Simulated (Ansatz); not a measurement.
# PbO: tensor shear ε_xz = +1.33 %

Consider PbO (space group P4/nmm, No. 129; a = 3.970 Å, c = 4.705 Å). Axes: x, y, z lie along a, b, c of the conventional cell.

It is then changed as follows: tensor shear ε_xz = +1.33 % (engineering shear γ = 0.0266), atoms relaxed at fixed cell.

Method: PBEsol-D3(BJ), PAW, 420 eV (Ansatz, a first-principles code; no spin-orbit coupling). k-mesh 8×8×7 (Γ-centred); smearing 0.05 eV (Fermi–Dirac).

The space group changes from P4/nmm (No. 129) to P2_1/m (No. 11) and the energy goes up by 1.1 meV/atom. The pressure (mean of the normal stresses, compression positive) is nearly the same (0.00 GPa against 0.06 GPa) and the band gap rises by 0.01 eV to 0.91 eV (an upper bound: an edge found on the path is not a true extremum; the changed cell). The largest internal atomic displacement amounts to 0.021 Å and the stress (xx, yy, zz, yz, xz, xy; compression positive) comes out as (0.06, 0.06, 0.06, 0.00, -0.71, 0.00) GPa.

Final structure:

```
CELL_PARAMETERS angstrom
      3.96959     0.00000     0.05280
      0.00000     3.96959     0.00000
      0.06258     0.00000     4.70543
ATOMIC_POSITIONS crystal
  Pb 0.50528 0.00000 0.74941
  Pb 0.99472 0.50000 0.25059
  O  0.50134 0.50000 0.00004
  O  0.99866 0.00000 0.99996
```

Spin-orbit coupling, missing from the scalar runs, can matter with Pb. The cells carry an imposed strain or load. Stability against distortions was not tested.
